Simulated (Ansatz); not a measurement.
# Cu2O with two functionals, Cu → Zn

The parent structure is Cu2O (space group Pn-3m, No. 224; a = 4.299 Å).

(Cell as relaxed with PBE.)

Levels (all Ansatz, a quantum-chemistry and plane-wave program, PAW, earlier PAW set): PBE (420 eV, no spin-orbit coupling); r2SCAN (500 eV, spin-orbit coupling left out).

Each level relaxes its own structure.

| base | PBE | r2SCAN |
|---|---|---|
| volume per atom | 13.24 Å³ | 12.74 Å³ |
| lattice parameter a | 4.299 Å | 4.244 Å |
| band gap | 0.47 eV | 0.79 eV |

One thing is altered: full substitution Cu → Zn; the structure is relaxed again.

```tsv
quantity	PBE	r2SCAN
volume per atom	16.20 Å³	[?]
band gap	zero	[?]
```

Problem. Predict the r2SCAN column.

Solution. 
- volume per atom, r2SCAN: 15.36 Å³
- band gap, r2SCAN: zero

PBE's volume per atom lies 0.84 Å³ above r2SCAN's (5.5 %); the two agree on the band gap. Neither level is exact; r2SCAN is the comparison here, not a measurement.

Stability against distortions was not tested. As relaxed here, Zn2O is a hypothetical phase, not in the database extracts checked. No Hubbard U is applied. The final runs are not spin-polarised.
